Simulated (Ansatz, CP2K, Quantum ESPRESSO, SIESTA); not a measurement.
**Code comparison for Be5Co (P1, 6 atoms in the cell)**

Self-consistent single point, at a second geometry (atoms moved at random). First geometry:

```
CELL_PARAMETERS angstrom
      0.00000     2.88393     2.88393
      2.88393     0.00000     2.88393
      2.88393     2.88393     0.00000
ATOMIC_POSITIONS crystal
  Be 0.25000 0.25000 0.25000
  Be 0.62557 0.62557 0.12329
  Be 0.62557 0.12329 0.62557
  Be 0.62557 0.62557 0.62557
  Be 0.12329 0.62557 0.62557
  Co 0.00000 0.00000 0.00000
```

Second geometry:
```
CELL_PARAMETERS angstrom
      0.00000     2.88393     2.88393
      2.88393     0.00000     2.88393
      2.88393     2.88393     0.00000
ATOMIC_POSITIONS crystal
  Be 0.25072 0.26515 0.24575
  Be 0.62243 0.62912 0.12294
  Be 0.63350 0.11332 0.62766
  Be 0.61657 0.61269 0.62994
  Be 0.13718 0.61865 0.61631
  Co 0.98960 0.01107 0.00739
```

Shared settings, as Ansatz (an electronic-structure program) writes them: kpoints.mp_grid.grid = 8 8 8; scf.occupations.method = fermi_dirac; scf.occupations.width = 0.0073 Ry. Potentials and cutoffs stand in the table.

```
code                                                                                                                                 model  ΔF from the first geometry (meV/atom)  pressure (GPa)  largest force (eV/Å)       cutoff
----------------  ------------------------------------------------------------------------------------------------------------------------  -------------------------------------  --------------  --------------------  -----------
SIESTA            LDA PW92, numerical atomic orbitals DZP, PseudoDojo LDA standard norm-conserving potentials (rewritten from UPF to PSML)                                   17.9           -8.81                 1.374  grid 300 Ry
CP2K                                                  LDA (Pade form), GPW, DZVP-MOLOPT-SR-GTH basis, GTH-PADE potentials (GTH_POTENTIALS)                                   16.5           -6.31                 1.286  grid 600 Ry
Ansatz                                                                                                 LDA (PW92), PAW files made with PBE                                   16.3           -6.71                 1.268      30.9 Ry
Quantum ESPRESSO                                                                      LDA (PZ), PSlibrary ultrasoft (LDA) pseudopotentials                                   16.5           -5.75                 1.287        55 Ry
```

Size of the force on each atom (eV/Å): Sizes of forces hide their directions.

| code | Be1 | Be2 | Be3 | Be4 | Be5 | Co6 |
|---|---|---|---|---|---|---|
| SIESTA | 0.373 | 0.384 | 0.381 | 1.374 | 1.216 | 0.663 |
| CP2K | 0.298 | 0.372 | 0.378 | 1.286 | 1.143 | 0.590 |
| Ansatz | 0.294 | 0.366 | 0.373 | 1.268 | 1.128 | 0.578 |
| Quantum ESPRESSO | 0.300 | 0.372 | 0.374 | 1.287 | 1.146 | 0.586 |

On Ansatz's run: spin polarisation is off.

The spread over the programs that give each value: ΔF from the first geometry within 1.6 meV/atom; pressure within 3.06 GPa; largest force within 0.106 eV/Å.

SIESTA and CP2K use small atom-centred bases, whose incompleteness enters pressures, forces and empty levels differently from a plane-wave cutoff. Ansatz's pressure is given at a fixed set of plane waves, as the other plane-wave codes print theirs; with its correction for the finite basis it is -6.67 GPa. The same LDA comes in different parametrisations, which differ slightly. In the pressure, SIESTA (by 2.59) lies more than 1 GPa from the median of the plane-wave programs. In the force vectors, SIESTA (by 0.099) lies more than 0.08 eV/Å from the median of the plane-wave programs.

The starting cell comes from a database of computed structures (which also holds hypothetical and non-ambient phases and stackings), without a prior relaxation at this level. For this run, on top of that: atoms moved at random.

Keys are those of Ansatz 0.2.
